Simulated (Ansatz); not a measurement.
Base system: MgTe in the wurtzite structure (space group P6_3mc, No. 186; a = 4.561 Å, c = 7.412 Å).

Modification: every lattice vector is shortened by 3.00 %; the atoms relax in the strained cell.

The values are results of PBEsol (Ansatz, a first-principles code; PAW; 420 eV plane waves; without spin-orbit coupling), not measurements.

Base, band edges from the VBM (valence, conduction): K -1.40, 3.42; H -0.63, 3.84; M -0.46, 3.08; L -0.90, 3.14; A -0.28, 3.40; Γ 0.00, 2.39 eV.

Give the band edges at the high-symmetry points of the new zone, measured from its valence-band maximum.


```tsv
point	valence edge (eV)	conduction edge (eV)
Γ	0.00	2.81
M	-0.51	3.04
K	-1.61	3.25
A	-0.31	3.69
L	-1.02	3.18
H	-0.70	3.94
```

The gap is 2.81 eV, direct at Γ.

Spin-orbit coupling, missing from the scalar runs, can matter with Te. No phonon test of stability was made.
